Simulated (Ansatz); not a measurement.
**TiC, response to strain**

Start from TiC in the rock salt structure (space group Fm-3m, No. 225; a = 4.329 Å; relaxed with 0.1 eV smearing). Axes: x, y, z lie along the cube axes.

Strains are applied to the cell and any free atomic positions relax; under biaxial strain the out-of-plane vector relaxes too; under stress the whole cell relaxes.

All numbers come from r2SCAN in Ansatz (plane waves to 500 eV, PAW, no SOC), earlier PAW set.

Notes on the quantities. energy relative to the base: free energy F; pressure: mean of the normal stresses, compression positive.

```json
[
 {"change": "base", "energy relative to the base": "0 meV/atom", "pressure": "0.0 GPa", "space group": "Fm-3m (No. 225)"},
 {"change": "biaxial strain −1.24 %, plane normal [001], relaxed out of plane", "energy relative to the base": "+6.0 meV/atom", "pressure": "___", "space group": "I4/mmm (No. 139)"},
 {"change": "biaxial strain −0.84 %, plane normal [001], relaxed out of plane", "energy relative to the base": "+2.7 meV/atom", "pressure": "3.5 GPa", "space group": "I4/mmm (No. 139)"},
 {"change": "biaxial strain +0.84 %, plane normal [001], relaxed out of plane", "energy relative to the base": "+2.6 meV/atom", "pressure": "-3.2 GPa", "space group": "I4/mmm (No. 139)"},
 {"change": "isotropic strain +5.97 %", "energy relative to the base": "+0.224 eV/atom", "pressure": "-32.2 GPa", "space group": "Fm-3m (No. 225)"},
 {"change": "uniaxial strain ε_yy = −3.76 %", "energy relative to the base": "___", "pressure": "11.6 GPa", "space group": "I4/mmm (No. 139)"},
 {"change": "uniaxial strain ε_zz = −2.15 %", "energy relative to the base": "___", "pressure": "6.2 GPa", "space group": "I4/mmm (No. 139)"},
 {"change": "uniaxial strain ε_zz = +4.70 %", "energy relative to the base": "+31 meV/atom", "pressure": "-10.1 GPa", "space group": "I4/mmm (No. 139)"},
 {"change": "tensor shear ε_xz = −1.91 %", "energy relative to the base": "___", "pressure": "0.1 GPa", "space group": "Immm (No. 71)"},
 {"change": "uniaxial stress, 3 GPa tension along x", "energy relative to the base": "+0.6 meV/atom", "pressure": "–", "space group": "I4/mmm (No. 139)"}
]
```

### Question
What belongs in the blanks?

### Answer

- biaxial strain −1.24 %, plane normal [001], relaxed out of plane, pressure: 5.3 GPa
- uniaxial strain ε_yy = −3.76 %, energy relative to the base: +27 meV/atom
- uniaxial strain ε_zz = −2.15 %, energy relative to the base: +8.4 meV/atom
- tensor shear ε_xz = −1.91 %, energy relative to the base: +8.7 meV/atom

Beyond what the load breaks, stability against distortions was not tested. All final runs are without spin polarisation.

Ansatz is a program for electronic structure.
